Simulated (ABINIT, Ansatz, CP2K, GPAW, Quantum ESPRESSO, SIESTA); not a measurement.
**One structure in several programs: SnTe (Fm-3m, 2 atoms in the cell)**

Self-consistent single point.

```
CELL_PARAMETERS angstrom
      0.00000     3.09364     3.09364
      3.09364     0.00000     3.09364
      3.09364     3.09364     0.00000
ATOMIC_POSITIONS crystal
  Sn 0.00000 0.00000 0.00000
  Te 0.50000 0.50000 0.50000
```

Shared settings, as Ansatz (a program for electronic structure) writes them: kpoints.mp_grid.grid = 5 5 5; scf.occupations.method = fermi_dirac; scf.occupations.width = 0.01 eV. Potentials and cutoffs stand in the table.

| code | model | pressure (GPa) | cutoff |
|---|---|---|---|
| CP2K | LDA (Pade form), GPW, DZVP-MOLOPT-SR-GTH basis, GTH-PADE potentials (GTH_POTENTIALS) | 1.59 | grid 400 Ry |
| SIESTA | LDA PW92, numerical atomic orbitals DZP, PseudoDojo LDA standard norm-conserving potentials (rewritten from UPF to PSML) | 2.31 | grid 300 Ry |
| Quantum ESPRESSO | LDA (PZ), GBRV 1.5 ultrasoft (LDA) pseudopotentials | 0.90 | 40 Ry |
| ABINIT | LDA (PW92), norm-conserving pseudopotentials (PseudoDojo nc-sr-04 LDA standard) | 1.04 | 1116 eV |
| GPAW | LDA (Perdew-Wang 92), GPAW PAW datasets LDA (gpaw-data 1.0.1) | 0.71 | 600 eV |
| Ansatz | LDA (PW92), default PAW files made with PBE | 1.04 | 420 eV |

On Ansatz's run: spin-orbit coupling is off.

The spread over the programs that give each value: pressure within 1.60 GPa.

CP2K and SIESTA use small atom-centred bases, whose incompleteness enters pressures, forces and empty levels differently from a plane-wave cutoff. Ansatz's pressure is given at a fixed set of plane waves, as the other plane-wave codes print theirs; with its correction for the finite basis it is 1.07 GPa. The same LDA comes in different parametrisations, which differ slightly. In the pressure, SIESTA (by 1.34) lies more than 1 GPa from the median of the plane-wave programs.

This mesh misses zone-boundary points where a band edge of such crystals can lie, so no gaps are given.

The starting cell has typed, rounded lattice constants, without a prior relaxation at this level. Its lattice was rescaled by a random factor within 2.5 % of one.

Left out of this page: Elk and FLEUR (not drawn, or without a comparable value).

Keys are those of Ansatz 0.2.
